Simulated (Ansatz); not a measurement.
Effective masses and thermopower of BP (F-43m)

Here is the system:

```
BP
1.0
    0.00000     2.27421     2.27421
    2.27421     0.00000     2.27421
    2.27421     2.27421     0.00000
B P
1 1
Cartesian
  0.00000   0.00000   0.00000
  1.13711   1.13711   1.13711
```

All values below come from PBE with spin-orbit coupling, rigid bands (plane waves, PAW; Ansatz, a program for electronic structure). Condition of this run: functional PBE, cell relaxed with it. Cell: cell and atoms relaxed with PBE.

```
Item                                                                                                                                                            Value
---------------------------------------------------------------------------------------------------------------------------------------  ----------------------------
band gap                                                                                                                                                      1.24 eV
electron conductivity mass (300 K, dilute)                                                                                                                    0.33 mₑ
hole conductivity mass (300 K, dilute)                                                                                                                        0.42 mₑ
effective density of states N_c (300 K)                                                                                                                   4.1e19 cm⁻³
effective density of states N_v (300 K)                                                                                                                   2.5e19 cm⁻³
density-of-states mass, electrons                                                                                                                             1.39 mₑ
density-of-states mass, holes                                                                                                                                 0.99 mₑ
Seebeck coefficient, n-type 1e19 cm⁻³, 300 K                                                                                                                -337 μV/K
best n-type power factor at 300 K for τ = 10 fs (best axis; densities from 1e16 to 1e21 cm⁻³ tried, whether or not they can be reached)  19.8 μW/(cm·K²) at 1e20 cm⁻³
Seebeck coefficient, p-type 1e19 cm⁻³, 300 K                                                                                                                 325 μV/K
best p-type power factor at 300 K for τ = 10 fs (best axis; densities from 1e16 to 1e21 cm⁻³ tried, whether or not they can be reached)  14.8 μW/(cm·K²) at 1e20 cm⁻³
```

Rigid bands; masses and Seebeck coefficients take one relaxation time τ for all states and one kind of carrier; polarons and phonon drag are left out.
